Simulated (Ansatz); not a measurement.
A computed series for LiF: response to strain

The parent structure is LiF in the rock salt structure (space group Fm-3m, No. 225; a = 4.008 Å). Axes: x, y, z lie along the cube axes.

Strains are applied to the cell and any free atomic positions relax; under biaxial strain the out-of-plane vector relaxes too.

Level of theory: DFT with PBEsol, PAW potentials and a 420 eV plane-wave cutoff in Ansatz (a quantum-chemistry and plane-wave program), scalar-relativistic without spin-orbit coupling.

Candidates:
(a) biaxial strain +1.25 %, plane normal [111], relaxed out of plane
(b) biaxial strain +0.42 %, plane normal [111], relaxed out of plane
(c) biaxial strain +2.50 %, plane normal [111], relaxed out of plane
(d) biaxial strain −1.67 %, plane normal [111], relaxed out of plane
(e) biaxial strain −1.25 %, plane normal [111], relaxed out of plane

Base values:

| Quantity | Result |
|---|---|
| Band gap | 9.05 eV |

Q: Order them by band gap, highest first.

A: (d) biaxial strain −1.67 %, plane normal [111], relaxed out of plane (9.25 eV), (e) biaxial strain −1.25 %, plane normal [111], relaxed out of plane (9.20 eV), (b) biaxial strain +0.42 %, plane normal [111], relaxed out of plane (8.97 eV), (a) biaxial strain +1.25 %, plane normal [111], relaxed out of plane (8.81 eV), (c) biaxial strain +2.50 %, plane normal [111], relaxed out of plane (8.59 eV)

Stability against distortions was not tested.
